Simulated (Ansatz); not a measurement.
Consider MgS in the rock salt structure (space group Fm-3m, No. 225; a = 5.182 Å).

It is then changed as follows: O replaces 25.0 % of the S, ordered in a cell of 8 atoms (starting symmetry I4/mmm) and fully relaxed.

Levels (all Ansatz, an electronic-structure program, PAW): PBEsol (420 eV, scalar-relativistic without spin-orbit coupling); r2SCAN (500 eV, no spin-orbit coupling); HSE06 (420 eV, no spin-orbit coupling).

At the geometry relaxed with PBEsol, these levels gave the following band gaps, in shuffled order: (a) 2.90 eV, (b) 4.11 eV, (c) 3.71 eV.

Q: Match each gap to its level.

A: (a) PBEsol; (b) HSE06; (c) r2SCAN.

Single points use the geometry relaxed with PBEsol. HSE06 was sampled on its mesh, a few special points and the semilocal edge points, so its gap is an upper bound. Each cell is one ordered arrangement of few atoms, which overstates ordering effects compared with a random alloy. No phonon test of stability was made.
